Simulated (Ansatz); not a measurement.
System: L1₂ (Cu3Au-type) Ni₃Al. Method: r²SCAN+rVV10 (PAW; Ansatz, an electronic-structure program).

Run with plane-wave cutoff 560 eV, 16×16×16 k mesh, Fermi–Dirac smearing 0.05 eV, spin-polarised with parallel moments, scalar-relativistic PAW data made under PBE.

Cell (relaxed at this level):

```yaml
crystal:
  lattice:
    - [3.51623, 0.00000, 0.00000]
    - [0.00000, 3.51623, 0.00000]
    - [0.00000, 0.00000, 3.51623]
  atoms:
    - { symbol: Al, position: [0.00000, 0.00000, 0.00000] }
    - { symbol: Ni, position: [0.00000, 0.50000, 0.50000], spin: 0.5 }
    - { symbol: Ni, position: [0.50000, 0.00000, 0.50000], spin: 0.5 }
    - { symbol: Ni, position: [0.50000, 0.50000, 0.00000], spin: 0.5 }
```

**Question.** Give the computed bulk modulus B0 and pressure derivative B′ of the bulk modulus.

**Answer.** 
bulk modulus B0: 207 GPa
pressure derivative B′ of the bulk modulus: 4.6

The run finds no gap.

Measured, for comparison: bulk modulus 174 GPa (temperature not stated, not corrected to a static lattice; as tabulated in Zarkevich et al. (2023), arXiv:2304.06869). Computed (rounded) less measured: bulk modulus +19 %.

Spins in the cell block are starting values.

Static lattice: no zero-point or thermal effects.
